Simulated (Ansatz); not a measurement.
Cells marked so need not be the phases stable at ambient conditions, and some may be hypothetical.

The gap is the functional's own. No spin-orbit coupling. Mid-gap values are interpolated on the energy grid.

A. GaP (P6_3mc, wurtzite, not sure to be the ambient phase, 4 atoms a cell, 20.2 Å³ an atom), along the normal of (100)
B. Cd(RhO$_{2}$)$_{2}$ (Fd-3m, spinel, not sure to be the ambient phase, 14 atoms a cell, 12.2 Å³ an atom), along the normal of (001)
C. Au2S (Pn-3m, not sure to be the ambient phase, 6 atoms a cell, 24.4 Å³ an atom), along the normal of (110)
D. Cs2H6Pt (Fm-3m, not sure to be the ambient phase, 9 atoms a cell, 20.1 Å³ an atom), along the normal of (111)
E. SnF$_{3}$ (Fm-3m, not sure to be the ambient phase, 8 atoms a cell, 21.0 Å³ an atom, -2 GPa at this level), along the normal of (111)

Problem. Put the candidates in order of mid-gap decay constant of the slowest evanescent state, lowest first, for r2SCAN in Ansatz (a quantum-chemistry and plane-wave program).

Solution. A (0.14 1/Å), C (0.17 1/Å), B (0.21 1/Å), E (0.28 1/Å), D (0.46 1/Å)
